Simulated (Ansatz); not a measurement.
**Pressure series in AlV2C**

Consider AlV₂C (space group P6_3/mmc, No. 194; a = 2.905 Å, c = 13.134 Å).

Cell and atoms are relaxed at each pressure.

Computed with PBE (Ansatz, a program for electronic structure, PAW, no SOC), earlier PAW set.

Two rows of this table had their results exchanged by mistake.

| pressure | volume per atom (Å³) | shortest distance (Å) | band gap |
|---|---|---|---|
| pressure −2 GPa | 12.15 | 2.022 | zero |
| pressure −1 GPa | 12.07 | 2.019 | zero |
| pressure 0.3 GPa | 11.98 | 2.016 | zero |
| pressure 0.7 GPa | 11.95 | 2.015 | zero |
| pressure 1.5 GPa | 11.90 | 2.013 | zero |
| pressure 3 GPa | 11.40 | 1.994 | zero |
| pressure 5 GPa | 11.68 | 2.005 | zero |
| pressure 7.5 GPa | 11.53 | 1.999 | zero |
| pressure 10 GPa | 11.80 | 2.009 | zero |

Problem. Which two?

Solution. The rows for pressure 3 GPa and pressure 10 GPa: the volume has to fall steadily with pressure, so 11.80 Å³ belongs to pressure 3 GPa and 11.40 Å³ to pressure 10 GPa.

Load acts through the strain it causes; cell and atoms are relaxed under it. No phonon test of stability was made. Competing high-pressure phases were not computed. Seeded moments were not kept for the base. All final runs are without spin polarisation.
